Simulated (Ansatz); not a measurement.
BeSe: response to strain

The reference is BeSe in the zinc blende structure (space group F-43m, No. 216; a = 5.178 Å).

Strains are applied to the cell and any free atomic positions relax.

Calculations: Kohn–Sham DFT with the PBE functional, run in Ansatz (a quantum-chemistry and plane-wave program) with PAW and 420 eV plane waves, without spin-orbit coupling, earlier PAW set.

| isotropic strain (%) | band gap (eV) |
|---|---|
| -1.99 | 2.54 |
| -0.91 | 2.62 |
| 0 | 2.67 |
| 0.61 | ? |
| 5.35 | 2.95 |

Problem. Fit E_g = E₀ + Dε (ε in %) to the rows shown and predict the withheld row.

Solution. Least squares on the printed values gives E₀ = 2.66 eV, D = 54.6 meV per % of strain (largest residual 0.01 eV); this predicts 2.69 eV, and the run gives 2.71 eV, 0.02 higher.

Stability against distortions was not tested.
